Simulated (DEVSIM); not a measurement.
Structure: Al0.35Ga0.65As/GaAs p-n heterojunction, at 300 K.

```tsv
layer (left to right)	material	thickness (μm)	Nd (cm⁻³)	Na (cm⁻³)	τn (s)	τp (s)
1	Al0.35Ga0.65As	0.340	-	1.5e17	4.6e-9	4.6e-9
2	GaAs	1.90	4.7e16	-	4.6e-9	4.6e-9
```

Left contact: ohmic. Right contact: ohmic. Voltage is applied to the left contact. Recombination: SRH at mid-gap, Auger. Mobility is μmin + (μ − μmin)/(1 + (N/Nref)^α).

Constants are typed, rounded textbook-type inputs, not results; the design itself was drawn at random and stands for no fabricated device. Values at 300 K.

| parameter | Al0.35Ga0.65As | GaAs |
|---|---|---|
| gap (eV) | 1.8604 | 1.424 |
| affinity (eV) | 3.7935 | 4.07 |
| permittivity | 11.91 | 12.9 |
| Nc (cm⁻³) | 7.44e17 | 4.7e17 |
| Nv (cm⁻³) | 9e18 | 9e18 |
| μn (cm²/Vs) | 3495 | 8500 |
| μp (cm²/Vs) | 176 | 400 |
| μn,min | 500 | 500 |
| μp,min | 20 | 20 |
| Nref,n | 6e16 | 6e16 |
| Nref,p | 1.5e17 | 1.5e17 |
| αn | 0.39 | 0.39 |
| αp | 0.38 | 0.38 |
| Cn (cm⁶/s) | 1e-30 | 1e-30 |
| Cp (cm⁶/s) | 1e-30 | 1e-30 |

Model (solved in DEVSIM): 1D drift-diffusion, Boltzmann statistics, complete ionisation; no tunnelling, impact ionisation, image-force lowering or self-heating. Band offsets follow the typed affinities; no thermionic-emission limit at abrupt steps, no polarisation charge.

Base results: dark forward voltage at 1 A/cm² (V) 1.073; largest field in the device at zero bias (V/cm) 130000; dark forward voltage at 100 A/cm² (V) 1.205; potential step across the device at zero bias (V) 1.419.

Problem. What follows from this one change: thickness of layer 2 1.9 → 0.38 μm?

Solution. dark forward voltage at 1 A/cm² 1.073 → 1.036 V; largest field in the device at zero bias little changed (130000 V/cm); dark forward voltage at 100 A/cm² 1.205 → 1.165 V; potential step across the device at zero bias little changed (1.419 V).

Problem. What follows from this one change: doping Nd of layer 2 4.7e+16 → 4.7e+15 cm^-3?

Solution. dark forward voltage at 1 A/cm² 1.073 → 1.008 V; largest field in the device at zero bias 130000 → 71000 V/cm; dark forward voltage at 100 A/cm² 1.205 → 1.156 V; potential step across the device at zero bias 1.419 → 1.359 V.

Problem. What follows from this one change: thickness of layer 1 0.34 → 1.7 μm?

Solution. dark forward voltage at 1 A/cm² little changed (1.073 V); largest field in the device at zero bias little changed (130000 V/cm); dark forward voltage at 100 A/cm² 1.205 → 1.212 V; potential step across the device at zero bias little changed (1.419 V).

Problem. What follows from this one change: constant mobility in place of the doping-dependent one?

Solution. dark forward voltage at 1 A/cm² 1.073 → 1.064 V; largest field in the device at zero bias little changed (130000 V/cm); dark forward voltage at 100 A/cm² 1.205 → 1.192 V; potential step across the device at zero bias little changed (1.419 V).
